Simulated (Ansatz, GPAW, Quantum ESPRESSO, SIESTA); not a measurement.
## One structure in several programs: NaPt2 (Fd-3m, 6 atoms in the cell)

Self-consistent single point.

```yaml
crystal:
  lattice:
    - [0.00000, 3.75235, 3.75235]
    - [3.75235, 0.00000, 3.75235]
    - [3.75235, 3.75235, 0.00000]
  atoms:
    - { symbol: Na, position: [0.50000, 0.50000, 0.50000] }
    - { symbol: Na, position: [0.75000, 0.75000, 0.75000] }
    - { symbol: Pt, position: [0.12500, 0.12500, 0.12500] }
    - { symbol: Pt, position: [0.62500, 0.12500, 0.12500] }
    - { symbol: Pt, position: [0.12500, 0.12500, 0.62500] }
    - { symbol: Pt, position: [0.12500, 0.62500, 0.12500] }
```

Shared settings, as Ansatz (a program for electronic structure) writes them: kpoints.mp_grid.grid = 8 8 8; scf.occupations.method = fermi_dirac; scf.occupations.width = 0.1 eV. Potentials and cutoffs stand in the table.

```tsv
code	model	pressure (GPa)	cutoff
SIESTA	GGA PBEsol, numerical atomic orbitals DZP, PseudoDojo PBEsol standard norm-conserving potentials (rewritten from UPF to PSML)	-1.07	grid 300 Ry
GPAW	PBEsol, GPAW PAW datasets PBEsol (made by gpaw-setup)	-1.36	850 eV
Quantum ESPRESSO	PBEsol, SSSP 1.1.2 efficiency (PBE) pseudopotentials	-1.88	40 Ry
Ansatz	PBEsol, PAW files made with PBE	-1.44	420 eV
```

On Ansatz's run: spin-orbit coupling is off. Spin polarisation is off.

The spread over the programs that give each value: pressure within 0.81 GPa.

SIESTA uses small atom-centred bases, whose incompleteness enters pressures, forces and empty levels differently from a plane-wave cutoff. Ansatz's pressure is given at a fixed set of plane waves, as the other plane-wave codes print theirs; with its correction for the finite basis it is -1.39 GPa.

The starting cell comes from a database of computed structures (which also holds hypothetical and non-ambient phases and stackings), without a prior relaxation at this level.

Left out of this page: FLEUR (not drawn, or without a comparable value).

Keys are those of Ansatz 0.2.
